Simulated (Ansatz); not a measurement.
**ZnSe in the zinc blende structure (space group F-43m, No. 216)**

```cif
data_Se4Zn4
_chemical_formula_sum 'Zn4 Se4'
_space_group_name_H-M_alt 'F-43m'
_space_group_IT_number 216
_space_group_name_Hall 'F -4 2 3'
_cell_length_a 5.73300
_cell_length_b 5.73300
_cell_length_c 5.73300
_cell_angle_alpha 90.000
_cell_angle_beta 90.000
_cell_angle_gamma 90.000
loop_
_atom_site_label
_atom_site_type_symbol
_atom_site_symmetry_multiplicity
_atom_site_Wyckoff_symbol
_atom_site_fract_x
_atom_site_fract_y
_atom_site_fract_z
_atom_site_occupancy
Zn1 Zn 4 a 0.00000 0.00000 0.00000 1
Se1 Se 4 d 0.75000 0.75000 0.75000 1
```
(The calculation used a cell of 2 atoms; values per cell refer to that cell.)

Level of theory: plane-wave PAW DFT at the PBE level (Ansatz, a first-principles code, 420 eV), spin-orbit coupling left out. Γ-centred 10×10×10 mesh, Fermi–Dirac width 0.05 eV.

Volume per atom: 23.55 Å³
Density: 5.09 g/cm³
Band gap: 1.15 eV, direct at Γ
Electron mass: 0.090 mₑ
Hole mass (degenerate bands, along [100]): 0.094, 0.63, 0.63 mₑ
Lowest conduction-band minima above the VBM: Γ 1.15 eV; L along ⟨111⟩ 2.49 eV
Total energy: -4394.769 eV/atom (σ→0; compares only within this code and set-up)

Masses are band curvatures over ±0.01 Å⁻¹ around the edge. No phonon test of stability was made.
